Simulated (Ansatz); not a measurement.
Consider the energy change from cell B to cell A (net 1 Au taken out, other atoms rearranged, in a slab cell with four atoms a plane). Reaction: cell B → cell A + Au (fcc). A negative value means that the right-hand side lies lower.

Cell A: a slab of Au (fcc, Fm-3m) cut along (111), 24 atoms, hexagonal cell of 5.88 Å (29.9 Å²), symmetry P3m1 within 0.02 Å, 14.0 Å thick under 15 Å of vacuum, in-plane vectors held at the crystal's; planes from bottom to top: Au4 × 5 | Au3 | Cs, its two faces unlike (dipole correction applied); added, foreign or displaced atoms, above the top plane: Cs bound to 6 Au at 3.59 Å; spin state with PBE: run without spin, k-point mesh 9×9×1.
```xyz
24
Lattice="5.8805 0.0000 0.0000 2.9403 5.0927 0.0000 0.0000 0.0000 29.5323" Properties=species:S:1:pos:R:3 pbc="T T T"
Au     1.4707     0.8491     7.9754
Au     4.4098     0.8491     7.9754
Au     2.9403     3.3945     7.9754
Au     5.8805     3.3951     7.9798
Au     5.8805     1.6958    10.4026
Au     2.9403     1.6976    10.3995
Au     7.3522     4.2448    10.4026
Au     4.4089     4.2448    10.4026
Au     0.0000     0.0000    12.7996
Au     2.9403     0.0005    12.7866
Au     1.4705     2.5461    12.7866
Au     4.4100     2.5461    12.7866
Au     1.4727     0.8503    15.1802
Au     4.4078     0.8503    15.1802
Au     2.9403     3.3922    15.1802
Au     5.8805     3.3951    15.1705
Au     5.8805     1.6749    17.5806
Au     2.9403     1.6976    17.5772
Au     7.3703     4.2552    17.5806
Au     4.3908     4.2552    17.5806
Cs     0.0000     0.0000    22.0125
Au     2.9403     0.0041    19.9522
Au     1.4737     2.5443    19.9522
Au     4.4068     2.5443    19.9522
```

Cell B: a slab of Au (fcc, Fm-3m) cut along (111), 25 atoms, hexagonal cell of 5.88 Å (29.9 Å²), symmetry P3m1 within 0.02 Å, 15.0 Å thick under 16 Å of vacuum, in-plane vectors held at the crystal's; planes from bottom to top: Au4 × 6 | Cs, its two faces unlike (dipole correction applied); added, foreign or displaced atoms, above the top plane: Cs bound to 3 Au at 3.45 Å; spin state with PBE: run without spin, k-point mesh 9×9×1.
```
Au24Cs
1.0
    5.88052     0.00000     0.00000
    2.94026     5.09268     0.00000
    0.00000     0.00000    30.95912
Au Cs
24 1
Direct
  0.16669   0.16661   0.25808
  0.66667   0.16667   0.25804
  0.16669   0.66669   0.25808
  0.66661   0.66669   0.25808
  0.83325   0.33325   0.33635
  0.33350   0.33325   0.33635
  0.83325   0.83350   0.33635
  0.33333   0.83333   0.33636
  0.00000   0.00000   0.41345
  0.50000   0.00000   0.41345
  0.00000   0.50000   0.41323
  0.50000   0.50000   0.41345
  0.16615   0.16771   0.49040
  0.66667   0.16667   0.49067
  0.16615   0.66615   0.49040
  0.66771   0.66615   0.49040
  0.83399   0.33399   0.56810
  0.33202   0.33399   0.56810
  0.83399   0.83202   0.56810
  0.33333   0.83333   0.56654
  0.00373   0.99814   0.64623
  0.49814   0.99814   0.64623
  0.00000   0.50000   0.65032
  0.49814   0.50373   0.64623
  0.66667   0.16667   0.74301
```

Reference: Au (fcc, Fm-3m), 4 atoms in the cell, the relaxed perfect crystal repeated, atoms not moved again, k-point mesh 9×9×19 on the run's own vectors.

Plane-wave PAW calculations with Ansatz (a quantum-chemistry and plane-wave program), its PAW set soft_1, cutoff 420 eV, 500 eV for r2SCAN. The structures are at rest with PBE, within the held lattices; other levels are single points on them. Neutral cells; Fermi-Dirac smearing of at most 0.10 eV in the solids, energies taken to zero width. The lattices are those relaxed with PBE, so at other levels the solids can be strained, which adds to the spread. Larger cells are relaxed from a start prepared with the learned potential CHGNet till forces fall under 0.03 eV/Å, which some starts already meet. A dispersion term (D3(BJ), or D4 for r2SCAN) was computed beside these levels and is taken off wherever the name lacks it. Space groups of crystals are read within 0.01 Å. Static lattices, no vibrational contributions. No structure search was made; lower ones may exist. Spin-orbit coupling is left out. No correction for cell size. Cell A has symmetry P3m1 within 0.02 Å and got no random move, so less symmetric positions, which may lie lower, weren't tried. Cell B has symmetry P3m1 within 0.02 Å and got no random move, so less symmetric positions, which may lie lower, weren't tried.

Problem. What is the computed value (PBE)?

Solution. -0.05 eV, for cell B → cell A + Au (fcc).

Problem. List the value at the remaining levels and say how far they part.

Solution. 
```tsv
Method	value (eV)	less PBE
r2SCAN	-0.08	-0.03
```

The levels shown span only 0.03 eV, too little to tell them apart.
